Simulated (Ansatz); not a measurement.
The reference is WS2 in the 2H-MoS2 type structure (space group P6_3/mmc, No. 194; a = 3.1148 Å, c = 11.7731 Å; layered, stacked along the Cartesian z axis). Axes: x lies along a and z along c of the hexagonal cell.

The values are results of PBEsol-D3(BJ) (Ansatz, a quantum-chemistry and plane-wave program, PAW, no spin-orbit coupling), not measurements.

Base values:

| Item | Result |
|---|---|
| Band gap | 0.65 eV |

Modification: uniaxial stress, 5 GPa compression along x, with the cell and atoms free to relax against it.

Q: What happens to the band gap, secant Young's modulus along x, energy relative to the base and mean lateral Poisson ratio?

A: The band gap falls by 0.01 eV, from 0.65 eV to 0.64 eV; the secant Young's modulus along x amounts to 280 GPa; the energy grows by 4.4 meV/atom; the mean lateral Poisson ratio amounts to 0.16.

With W present, leaving out spin-orbit coupling can change the band edges. Load acts through the strain it causes; cell and atoms are relaxed under it. Beyond what the load breaks, stability against distortions was not tested.
